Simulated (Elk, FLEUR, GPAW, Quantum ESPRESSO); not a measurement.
Eu (Im-3m, 1 atom in the cell) computed with different codes at matched settings

Self-consistent single point.

```xyz
1
Lattice="2.2344 2.2344 2.2344 -2.2344 2.2344 2.2344 -2.2344 -2.2344 2.2344" Properties=species:S:1:pos:R:3 pbc="T T T"
Eu     0.0000     0.0000     0.0000
```
Moments meant for the start (each program seeds them in its own way; μB, in the order of the atoms Eu): 7.0.

All programs got the same cell, k-point mesh and kind of occupations, and the same starting moments (in Quantum ESPRESSO's words: occupations = smearing; smearing = gauss; degauss = 0.0147 Ry; nspin = 2; K_POINTS = automatic 8 8 8 0 0 0); potentials, basis and cutoffs are each program's usual ones.

```
code                                                                                     model  size of the net moment (μB/atom)           cutoff
----------------  ----------------------------------------------------------------------------  --------------------------------  ---------------
Quantum ESPRESSO                             PBE, SSSP 1.1.2 efficiency (PBE) pseudopotentials                              7.30            50 Ry
FLEUR                             PBE, all-electron FLAPW (FLEUR), scalar-relativistic valence                              7.32  Kmax 3.8 1/bohr
GPAW                                              PBE, GPAW PAW datasets PBE (gpaw-data 1.0.1)                              7.32           800 eV
Elk               PBE, all-electron FP-LAPW, Elk's shipped species files, default APW+lo basis                              7.50         rgkmax 7
```

The net moments differ, which can mean other magnetic states; other values may part for that reason too.

The spread over the programs that give each value: size of the net moment within 0.20 μB/atom.

The starting cell comes from a database of computed structures (which also holds hypothetical and non-ambient phases and stackings), without a prior relaxation at this level. Its lattice was rescaled by a random factor within 2.5 % of one. On Quantum ESPRESSO's run: Spin-orbit coupling is off. With one magnetic atom in the cell only a parallel order is possible. With U or open f shells several self-consistent states can exist. The f electrons are in the valence without U or exact exchange, which can misplace them near the Fermi level. Spin-orbit terms, which matter for f shells, are left out.

Question: Why do the programs differ, and what cannot be compared?

Answer: Differences of this kind can come from the potentials, where these differ, and from what each basis and cutoff leave unconverged. The zero of total energies and Fermi levels follows the potentials and each program's conventions, so they are not compared here. FLEUR and Elk treat all electrons, but the usual bases taken here (sphere radii, linearisation, local orbitals, empty states) were not tested for convergence, so the values are no reference for the others. Site moments depend on each program's spheres or projections; the total moment of the cell does not.

Left out of this page: Ansatz (with a known weakness of the program).
